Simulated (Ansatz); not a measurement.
Spacing of the highest filled and lowest empty level at the zone centre in eight small model glasses of hand-chosen composition and density, fast-quenched (anions pushed apart in CHGNet runs), each at its PBE geometry, by PBE and by HSE06 (Ansatz, an electronic-structure program, plane waves, PAW). The cells are the first eight to finish that balance their formal charges, show no moments and no lower geometry on charging where those were tested, and have a gap at both levels; defect levels can set the spacings, and exact exchange is cut at the cells' faces.

| cell | quench by | pressure (GPa) | levels at the gap | PBE (eV) | experiment, tabulated (eV) |
|---|---|---|---|---|---|
| Ti20O43In2 | CHGNet | 1.1 | localised at the filled edge | 2.75 | - |
| Ti20O41Zn | CHGNet | 0.0 | localised at the filled edge | 2.61 | - |
| Al28O45Ga2 | CHGNet | 0.0 | localised at the filled edge | 3.17 | - |
| Ga24O37Mg | CHGNet | 1.0 | localised at the filled edge | 1.51 | - |
| Si30N41Sc | CHGNet | -0.6 | localised at both edges | 2.00 | - |
| In24O41Nb2 | CHGNet | -1.5 | localised at the filled edge | 0.80 | - |
| Hf18O39Lu2 | CHGNet | 0.0 | localised at the filled edge | 3.80 | - |
| Si30N41Lu | CHGNet | 0.0 | localised at the filled edge | 2.44 | - |

### Question
What does HSE06 give, and how does it move these values against PBE?

### Answer
Ti20O43In2 4.25, Ti20O41Zn 4.16, Al28O45Ga2 4.84, Ga24O37Mg 3.20, Si30N41Sc 3.25, In24O41Nb2 2.24, Hf18O39Lu2 5.37, Si30N41Lu 3.71 eV. It raises them by +1.25 to +1.68 eV, +1.49 eV on average. A straight line through the eight gives HSE06 = 1.04 × PBE +1.39 eV, with a scatter of 0.15 eV.
